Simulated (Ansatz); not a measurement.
Given:

Host crystal: corundum, with a band gap (PBE, scalar-relativistic without spin-orbit coupling).

End structure of Br on the 1x1 (0001) surface of corundum (cut with top plane Al), one in a 1x1 cell, started at the site 'hollow Al-O-O-O over O at depth 2.3 Å':

```yaml
crystal:
  lattice:
    - [4.80875, 0.00000, 0.00000]
    - [-2.40438, 4.16450, 0.00000]
    - [0.00000, 0.00000, 27.50000]
  atoms:
    - { symbol: Al, position: [0.66667, 0.33333, 0.37743] }
    - { symbol: O, position: [0.65631, 0.68187, 0.38078] }
    - { symbol: O, position: [0.31813, 0.97443, 0.38078] }
    - { symbol: O, position: [0.02557, 0.34369, 0.38078] }
    - { symbol: Al, position: [0.00000, 0.00000, 0.41229] }
    - { symbol: Al, position: [0.33333, 0.66667, 0.42276] }
    - { symbol: O, position: [0.31288, 0.31024, 0.45957] }
    - { symbol: O, position: [0.99736, 0.68712, 0.45957] }
    - { symbol: O, position: [0.68976, 0.00264, 0.45957] }
    - { symbol: Al, position: [0.66671, 0.33332, 0.49223] }
    - { symbol: Al, position: [0.00001, 0.00000, 0.50876] }
    - { symbol: O, position: [0.97613, 0.33484, 0.53968] }
    - { symbol: O, position: [0.66473, 0.64168, 0.53971] }
    - { symbol: O, position: [0.35804, 0.02347, 0.53968] }
    - { symbol: Al, position: [0.33245, 0.66653, 0.57702] }
    - { symbol: Al, position: [0.66537, 0.33284, 0.58742] }
    - { symbol: O, position: [0.65203, 0.98927, 0.61776] }
    - { symbol: O, position: [0.33531, 0.34682, 0.61776] }
    - { symbol: O, position: [0.00938, 0.66341, 0.61770] }
    - { symbol: Al, position: [0.99896, 0.99981, 0.64136] }
    - { symbol: Br, position: [0.99849, 0.99698, 0.72634] }
```

Set-up: 21 atoms, 6.7 Å thick at the start under the adsorbate (thin: gaps and levels are the slab's own); mesh 6x6x1; 0.01 eV smearing; dipole correction on; single point; no symmetry held, on the structure that PBE left; spin-polarised, ending with about 1.0 μB a cell, a value that depends on the mesh; orders that need a larger cell were not tried, no spin-orbit, no U, no dispersion correction. The slab shows no gap over 0.04 eV on its mesh. The program's check for a lower electronic state was not made. At the end it is bonded to Al. In PBE it is, or lies within 0.03 eV of, the lowest of the starts that converged; the order may differ at this level.

A negative adsorption energy means that the adsorbate is more stable on the surface than in its reference.

**Question.** What change of the step from the bottom to the top vacuum level, against the clean slab does r2SCAN, at the PBE geometry and the start's symmetry in Ansatz (a program for electronic structure) give?

**Answer.** 1.15 eV

**Question.** Estimate the work function of the top face that r2SCAN, at the PBE geometry and the start's symmetry returns for this input.

**Answer.** 7.79 eV

**Question.** Give the adsorption energy against ½ Br2(g) at the same level at the level r2SCAN, at the PBE geometry and the start's symmetry.

**Answer.** 0.015 eV
